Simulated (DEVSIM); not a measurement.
## illuminated InP p-on-n cell, one wavelength

Device: illuminated InP p-on-n cell, one wavelength, at 300 K.

```csv
layer (left to right),material,thickness (μm),Nd (cm⁻³),Na (cm⁻³),τn (s),τp (s),absorption coefficient (cm⁻¹)
1,InP,0.100,-,8.5e17,5.2e-9,4e-9,64000
2,InP,1.80,1.2e17,-,6.4e-9,6.4e-9,64000
```

Left contact: ohmic, minority electron recombination velocity 400 cm/s. Right contact: ohmic, minority hole recombination velocity 2000 cm/s. Voltage is applied to the left contact. Recombination: SRH at mid-gap, radiative, Auger. Light enters at the left, 7.3e16 photons cm⁻² s⁻¹, one pass, no reflection. Mobility is μmin + (μ − μmin)/(1 + (N/Nref)^α).

Constants are typed, rounded textbook-type inputs, not results; the design itself was drawn at random and stands for no fabricated device. Values at 300 K.

```tsv
parameter	InP
gap (eV)	1.344
affinity (eV)	4.38
permittivity	12.5
Nc (cm⁻³)	5.7e17
Nv (cm⁻³)	1.1e19
μn (cm²/Vs)	5200
μp (cm²/Vs)	170
μn,min	400
μp,min	10
Nref,n	3e17
Nref,p	4.9e17
αn	0.47
αp	0.62
B (cm³/s)	1.2e-10
Cn (cm⁶/s)	9e-31
Cp (cm⁶/s)	9e-31
```

DEVSIM, 1D drift-diffusion, Boltzmann statistics, complete ionisation; no tunnelling, impact ionisation, image-force lowering or self-heating.

- Potential step across the device at zero bias = 1.238 V
- Largest field in the device at zero bias = 190000 V/cm
- Dark forward voltage at 1 A/cm² = 1.028 V
- Dark forward voltage at 100 A/cm² = 1.157 V
- Short-circuit current = 11.4 mA/cm²
- Open-circuit voltage = 0.893 V
- Fill factor = 0.82
- Largest power = 8.29 mW/cm²
- Share of generated pairs collected at short circuit = 0.974

Small-signal capacitance in reverse bias (quasi-static):

| V (V) | C (nF/cm²) |
|---|---|
| -0.04 | 87.2 |
| -0.1 | 85.1 |
| -0.2 | 82.0 |
| -0.3 | 79.2 |
| -0.4 | 76.7 |
| -0.6 | 72.2 |
| -0.8 | 68.5 |
| -1 | 65.3 |
| -1.3 | 61.2 |
| -1.6 | 57.8 |
| -2 | 54.1 |

Current under light (generator sign):

| V (V) | J (mA/cm²) |
|---|---|
| 0.00 | 11.4 |
| 0.14 | 11.4 |
| 0.28 | 11.4 |
| 0.44 | 11.3 |
| 0.58 | 11.3 |
| 0.74 | 11.0 |
| 0.76 | 10.9 |
| 0.78 | 10.6 |
| 0.80 | 10.2 |
| 0.82 | 9.60 |
| 0.84 | 8.53 |
| 0.86 | 6.68 |
| 0.88 | 3.38 |
| 0.90 | -2.67 |
